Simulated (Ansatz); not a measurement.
```xyz
8
Lattice="-3.0378 3.0378 5.7832 3.0378 -3.0378 5.7832 3.0378 3.0378 -5.7832" Properties=species:S:1:pos:R:3 pbc="T T T"
Cd     0.0000     0.0000     0.0000
Cd     0.0000     3.0378     2.8916
Ge     0.0000     0.0000     5.7832
Ge     3.0378     0.0000     2.8916
As     1.3598     1.5189     7.2290
As     1.5189    -1.3598     4.3374
As     1.6780     1.5189     1.4458
As     1.5189     4.3977    -1.4458
```

No spin polarisation.

Calculations: DFT with PBEsol, PAW potentials and a 420 eV plane-wave cutoff in Ansatz (a program for electronic structure), scalar-relativistic without spin-orbit coupling. Settings: 8×8×8 k-points, 0.05 eV Fermi–Dirac smearing.

Question: What is the computed space group?

Answer: I-42d (No. 122).

Question: Estimate the pressure (mean of the normal stresses, compression positive).

Answer: -3.47 GPa.

The cells carry an imposed strain or load. Whether these cells are dynamically stable was not tested. The cell was made from CdGeAs$_{2}$ in the chalcopyrite structure (space group I-42d, No. 122) by this change: isotropic strain +2.25 %.
